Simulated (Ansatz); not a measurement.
## Hypothetical P4_2/mnm WTe2: strain tensor (xx, yy, zz, yz, xz, xy) = (−0.28, +1.02, +0.76, −0.51, −0.73, +0.02) %

Base system: WTe$_{2}$ (space group P4_2/mnm, No. 136; a = 6.596 Å, c = 3.577 Å; a hypothetical phase, not in the database extracts checked). Axes: x, y, z lie along a, b, c of the conventional cell.

The change: strain tensor (xx, yy, zz, yz, xz, xy) = (−0.28, +1.02, +0.76, −0.51, −0.73, +0.02) %; the atoms relax in the strained cell.

Level of theory: Kohn–Sham DFT with the PBEsol functional, run in Ansatz (a quantum-chemistry and plane-wave program) with PAW and 420 eV plane waves, no spin-orbit coupling. Γ-centred 7×7×13 mesh, Fermi–Dirac width 0.05 eV.

| quantity | base | changed | shift |
|---|---|---|---|
| space group | P4_2/mnm (No. 136) | P-1 (No. 2) | – |
| shortest interatomic distance | 265.8 pm | 273.3 pm | +7.45 pm |
| energy relative to the base (free energy F) | 0 meV/atom | -68 meV/atom | -68 meV/atom |
| pressure (mean of the normal stresses, compression positive) | 0.0 GPa | -7.4 GPa | -7.4 GPa |
| band gap | zero | zero | – |
| largest internal atomic displacement | – | 0.586 Å | – |
| stress (xx, yy, zz, yz, xz, xy; compression positive) (rough) | – | (-11.7, -3.6, -7.1, 0.5, 0.8, 0.0) GPa | – |

Cost of the whole job for the changed cell (relaxation, final SCF and bands): around 19 core-minutes (rough).

Without a gap, meshes like the base's 7×7×13 leave anisotropic stresses uncertain by several tenths of a GPa, and small strain energies with them. With Te and W present, leaving out spin-orbit coupling can change the band edges. Whether these cells are dynamically stable was not tested. All final runs are without spin polarisation. Under strain tensor (xx, yy, zz, yz, xz, xy) = (−0.28, +1.02, +0.76, −0.51, −0.73, +0.02) % the cell ends below the base's energy or with stress of the wrong sign: the atoms slid into a distortion or the cell is elastically unstable, so the base is not a stable minimum at this level. WTe2 has a high density of states at the Fermi level and may be magnetic at this level.
